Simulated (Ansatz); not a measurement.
**What tensor shear ε_xy = +1.14 % does to Ge**

Take Ge in the diamond structure (space group Fd-3m, No. 227; a = 5.676 Å) as the base. Axes: x, y, z lie along the cube axes.

The change: tensor shear ε_xy = +1.14 % (engineering shear γ = 0.0228); the atoms relax in the strained cell.

All numbers come from PBEsol (Ansatz, a quantum-chemistry and plane-wave program; PAW; 420 eV plane waves; without spin-orbit coupling). Γ-centred 14×14×14 mesh, Fermi–Dirac width 0.05 eV.

The volume per atom is still 22.86 Å³ and the space group becomes Imma (No. 74) (base: Fd-3m (No. 227)). The shortest interatomic distance drops by 0.008 Å to 2.450 Å and the energy goes up by 2.1 meV/atom. The pressure (mean of the normal stresses, compression positive) stays 0.0 GPa and the band gap remains zero. The stress (xx, yy, zz, yz, xz, xy; compression positive) comes out as (0.0, 0.0, 0.0, 0.0, 0.0, -1.3) GPa (rough).

Final structure:

```xyz
2
Lattice="0.0324 2.8381 2.8381 2.8381 0.0324 2.8381 2.8704 2.8704 0.0000" Properties=species:S:1:pos:R:3 pbc="T T T"
Ge     0.0000     0.0000     0.0090
Ge     1.4352     1.4352     1.4100
```

Cost of the whole job for the changed cell (relaxation, final SCF and bands): roughly 40 core-seconds.

Without a gap, meshes like the base's 14×14×14 leave anisotropic stresses uncertain by several tenths of a GPa, and small strain energies with them. No phonon test of stability was made. The zero or small gap of Ge can change with the level of theory.
